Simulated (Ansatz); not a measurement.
Cost and result by functional for the surface energy of the (322) surface of fcc Cu in its 1x1 cell, outermost plane spacing 0.44 Å in the ideal cut, in Ansatz (plane waves, PAW). Single points on the PBE structure, on one kind of machine; costs are rough ratios of the slab run's core time (references not counted) to the cheapest single point. r2SCAN's cost holds its higher cutoff (500 against 420 eV). Differences are taken against r2SCAN for comparison alone: no measured value is at hand, so the table doesn't rank accuracy.

Model: 24-atom slab, 10.1 Å thick at the start (thin: gaps and levels are the slab's own), 15x4x1 mesh, Fermi-Dirac 0.1 eV, dipole correction, all atoms relaxed; held to the start's symmetry, so lower structures may exist; no spin, no spin-orbit, no U. These notes are the PBE run's.

```
functional                     relative cost  surface energy (J/m²)  less r2SCAN (J/m²)
-----------------------------  -------------  ---------------------  ------------------
LDA                                        1                   1.93                0.23
PBEsol                                     1                   1.78                0.08
RPBE                                       1                   1.23               -0.47
r2SCAN                                     2                   1.70                0.00
PBE (the relaxed run's value)              –                   1.45               -0.25
```

The values span 0.70 J/m², while the single points' costs differ by a factor of roughly 2. Differences are of unrounded values.

Ansatz is a quantum-chemistry and plane-wave program.
